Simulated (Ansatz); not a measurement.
W on the Si site (W_Si) in 6H silicon carbide: one set of geometries, relaxed with PBE, evaluated in Ansatz (PAW, plane waves to 420 eV, 500 eV under r2SCAN) with PBE, r2SCAN.

Details: 144-site cell; 2×2×1 shifted k-points; start: the Si(h) site; charged states image-corrected; no spin–orbit coupling; finite-size errors of tenths of an eV; flagged in the runs: a host whose relaxation on this sampling wasn't shown to rest.

```csv
quantity,PBE,r2SCAN
host gap (eV),2.01,(withheld)
ε(+2/+1) above the VBM (eV),0.72,(withheld)
ε(+1/0) above the VBM (eV),1.24,(withheld)
largest moment on one atom at charge +1 (μB),0.34,(withheld)
"neutral formation energy against silicon, bcc W (eV)",4.47,(withheld)
largest moment on one atom at charge 0 (μB),0.67,(withheld)
```

Problem. Given the lower rungs, what does r2SCAN give?

Solution. 
- host gap (eV), r2SCAN: 2.37
- ε(+2/+1) above the VBM (eV), r2SCAN: 0.78
- ε(+1/0) above the VBM (eV), r2SCAN: 1.28
- largest moment on one atom at charge +1 (μB), r2SCAN: 0.37
- neutral formation energy against silicon, bcc W (eV), r2SCAN: 4.39
- largest moment on one atom at charge 0 (μB), r2SCAN: 0.73

Ansatz is a first-principles code.
